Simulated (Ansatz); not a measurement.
# CdSe: pressure series

The reference is CdSe in the zinc blende structure (space group F-43m, No. 216).

```cif
data_Cd4Se4
_chemical_formula_sum 'Se4 Cd4'
_space_group_name_H-M_alt 'F-43m'
_space_group_IT_number 216
_space_group_name_Hall 'F -4 2 3'
_cell_length_a 6.13332
_cell_length_b 6.13332
_cell_length_c 6.13332
_cell_angle_alpha 90.000
_cell_angle_beta 90.000
_cell_angle_gamma 90.000
loop_
_atom_site_label
_atom_site_type_symbol
_atom_site_symmetry_multiplicity
_atom_site_Wyckoff_symbol
_atom_site_fract_x
_atom_site_fract_y
_atom_site_fract_z
_atom_site_occupancy
Se1 Se 4 c 0.25000 0.25000 0.25000 1
Cd1 Cd 4 a 0.00000 0.00000 0.00000 1
```
(The calculation used a cell of 2 atoms; values per cell refer to that cell.)

Cell and atoms are relaxed at each pressure.

Level of theory: r2SCAN, PAW, 500 eV (Ansatz, an electronic-structure program; without spin-orbit coupling), earlier PAW set.

| case | electron mass | shortest interatomic distance | width of the top valence band |
|---|---|---|---|
| base | 0.093 mₑ (at Γ) | 265.6 pm | 2.13 eV |
| pressure −2 GPa | 0.088 mₑ (at Γ) | 269.4 pm | 1.95 eV |
| pressure −1 GPa | 0.090 mₑ (at Γ) | 267.4 pm | 2.04 eV |
| pressure 0.3 GPa | 0.093 mₑ (at Γ) | 265.1 pm | 2.15 eV |
| pressure 0.7 GPa | 0.094 mₑ (at Γ) | 264.4 pm | 2.18 eV |
| pressure 1.5 GPa | 0.096 mₑ (at Γ) | 263.2 pm | 2.24 eV |
| pressure 3 GPa | 0.098 mₑ (at Γ) | 261.1 pm | 2.35 eV |
| pressure 5 GPa | 0.10 mₑ (at Γ) | 258.5 pm | 2.49 eV |
| pressure 7.5 GPa | 0.10 mₑ (at Γ) | 255.8 pm | 2.62 eV |
| pressure 10 GPa | 0.11 mₑ (at Γ) | 253.4 pm | 2.74 eV |

The levels and masses belong to the bands next to the band gap. Load acts through the strain it causes; cell and atoms are relaxed under it. Effective masses come from finite differences of ±0.01 Å⁻¹. No phonon test of stability was made. Tetrahedral semiconductors of this kind turn to denser phases somewhere between about 1 and 50 GPa; those were not computed, so compressed cells here can lie past the real transition.
